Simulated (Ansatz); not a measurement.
System: SnWO₄ (P2₁3, No. 198, 24 atoms in the cell; start mp-17844; a measured phase of this formula has another space group). Method: LDA (plane waves, PAW; Ansatz, a first-principles code).

Numerical settings: plane-wave cutoff 520 eV, 6×6×6 k mesh, Fermi–Dirac smearing 0.01 eV, no spin polarisation, scalar-relativistic PAW data made under PBE.

Cell (relaxed with PBEsol):

Space group P2₁3 (No. 198); a = 7.3076 Å, b = 7.3076 Å, c = 7.3076 Å, α = 90.00°, β = 90.00°, γ = 90.00°

```tsv
atom	site	symmetry	x	y	z
Sn	4a	.3.	0.8410	0.8410	0.8410
W	4a	.3.	0.1656	0.1656	0.1656
O	12b	1	0.0484	0.6348	0.2210
O	4a	.3.	0.3056	0.3056	0.3056
```

What does this level give for the band gap, smallest direct gap on the k points sampled and Γ–Γ gap?


- band gap = 3.62 eV
- smallest direct gap on the k points sampled = 3.63 eV
- Γ–Γ gap = 3.91 eV

Note: cell and atoms aren't relaxed at this level (largest force component 0.18 eV/Å, pressure -3.5 GPa).

Spin–orbit coupling is not included.

Static lattice: no zero-point or thermal effects.

A start named mp-… is a Materials Project structure, which need not be a measured phase.
